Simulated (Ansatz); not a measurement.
Structures of equal composition on the (000-1) surface of wurtzite GaN (N plane on top): 2x2 Mg adatom at H3; 2x2 Mg adatom at T4. The slabs share one bottom face, and each structure is named by its start. These are constructed structures in small cells; real faces may alloy, dewet or reconstruct in larger ones, and not all known structures of the face are among them. Slabs of about 14 Å, Fermi-Dirac smearing of 0.025 eV. Bottom of the slabs: H caps. Relaxed from the named starts with such symmetry as they have, on meshes of like density; energies extrapolated to zero smearing; spin only where a row says so; no spin-orbit coupling, no U. Brackets mark spin-polarised runs, whose order is one that fits the cell. Where a second, spin-polarised start was run, the lower counts.

Calculation: r2SCAN, at the PBE geometry (plane waves to 500 eV, PAW; Ansatz, an electronic-structure program).

Problem. Rank these by energy per 1x1 cell (lowest first), as r2SCAN, at the PBE geometry gives it.

Solution. 2x2 Mg adatom at H3 (0.000 eV [spin, 1.0 μB a cell], a narrow gap of 0.15 eV by band count), 2x2 Mg adatom at T4 (0.211 eV (3 Mg–N bonds formed) [spin, 1.0 μB a cell], gap 0.25 eV on the mesh)
